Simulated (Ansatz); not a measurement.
Method: PBE (plane waves to 420 eV, PAW; Ansatz, a first-principles code).

Electrostatic potential energy of an electron, averaged over planes parallel to the surface, in eV from the Fermi level, for a constructed model of the (0001) surface of hcp Ru, a pseudomorphic layer of Ni in the other hollow (bottom of the slab: a bare face, its two planes held):

| z (Å) | V (eV) |
|---|---|
| 3.84 | 5.06 |
| 4.13 | 5.06 |
| 4.43 | 5.06 |
| 4.72 | 5.06 |
| 5.02 | 5.04 |
| 5.31 | 5.02 |
| 5.61 | 4.98 |
| 5.90 | 4.88 |
| 6.20 | 4.68 |
| 6.49 | 4.26 |
| 6.79 | 3.37 |
| 7.08 | 1.48 |
| 7.38 | -2.98 |
| 7.67 | -13.27 |
| 7.97 | -24.23 |
| 8.26 | -27.81 |
| 8.56 | -21.28 |
| 8.85 | -9.72 |
| 9.15 | -2.30 |
| 9.44 | -2.58 |
| 9.74 | -10.55 |
| 10.03 | -22.15 |
| 10.33 | -28.28 |
| 10.62 | -24.35 |
| 10.92 | -13.32 |
| 11.21 | -3.87 |
| 11.51 | -2.22 |
| 11.80 | -8.20 |
| 12.10 | -19.71 |
| 12.39 | -27.65 |
| 12.69 | -25.89 |
| 12.98 | -15.78 |
| 13.28 | -5.11 |
| 13.57 | -1.56 |
| 13.87 | -4.89 |
| 14.16 | -15.43 |
| 14.46 | -25.69 |
| 14.75 | -27.73 |
| 15.05 | -19.99 |
| 15.34 | -8.44 |
| 15.64 | -2.17 |
| 15.93 | -3.44 |
| 16.23 | -12.46 |
| 16.52 | -23.68 |
| 16.82 | -28.28 |
| 17.11 | -22.75 |
| 17.41 | -11.33 |
| 17.70 | -3.10 |
| 18.00 | -2.84 |
| 18.29 | -10.57 |
| 18.59 | -22.06 |
| 18.88 | -28.10 |
| 19.18 | -24.07 |
| 19.47 | -13.00 |
| 19.77 | -3.35 |
| 20.06 | -0.99 |
| 20.36 | -5.53 |
| 20.65 | -12.97 |
| 20.95 | -16.53 |
| 21.24 | -13.52 |
| 21.54 | -5.96 |
| 21.83 | 0.43 |
| 22.13 | 2.74 |
| 22.42 | 3.73 |
| 22.72 | 4.19 |
| 23.01 | 4.41 |
| 23.31 | 4.52 |
| 23.60 | 4.57 |
| 23.90 | 4.59 |
| 24.19 | 4.60 |
| 24.49 | 4.61 |
| 24.78 | 4.61 |
| 25.08 | 4.61 |
| 25.37 | 4.61 |

Model: 7-atom slab, 13.1 Å thick at the start with caps and adatoms (thin: gaps and levels are the slab's own), 16x16x1 mesh, Fermi-Dirac 0.1 eV, dipole correction, 2 atoms held, the rest relaxed; start symmetry kept, larger cells not searched; spin-polarised, ending with about 0.4 μB a cell; orders that need a larger cell were not tried, no spin-orbit, no U. In PBE it lies 0.09 eV a 1x1 cell over the lowest computed structure of the same composition (a pseudomorphic layer of Ni in the host's stacking).

Question: The surface cell has an area of 6.41 Å². What dipole along the normal does the step between the two vacuum levels imply?

Answer: the top vacuum level lies 0.45 eV below the bottom one; p = −ε₀ A ΔV (ε₀ = 0.005526 e/(V·Å)) gives 0.02 e·Å a cell.
